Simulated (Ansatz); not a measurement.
Start from SiO₂ (space group P4_12_12, No. 92; a = 5.0828 Å, c = 7.0981 Å).

Computed with PBE/PAW in Ansatz (a quantum-chemistry and plane-wave program), spin-orbit coupling left out, earlier PAW set.

Before the change:

| Quantity | Value |
|---|---|
| Band gap | 5.52 eV |
| c/a ratio | 1.396 |
| Electron mass | 0.54 mₑ (at Γ) |

One thing is altered: a hydrostatic pressure of 3 GPa.

How does this affect the band gap?

The band gap rises by 0.21 eV to 5.73 eV.

Predict the new c/a ratio.

The c/a ratio decreases by 0.027 (1.396 → 1.369).

Predict the new electron mass.

The electron mass goes from 0.54 mₑ (at Γ) to 0.50 mₑ (at Γ).

Load acts through the strain it causes; cell and atoms are relaxed under it. Masses are band curvatures over ±0.01 Å⁻¹ around the edge. No phonon test of stability was made.
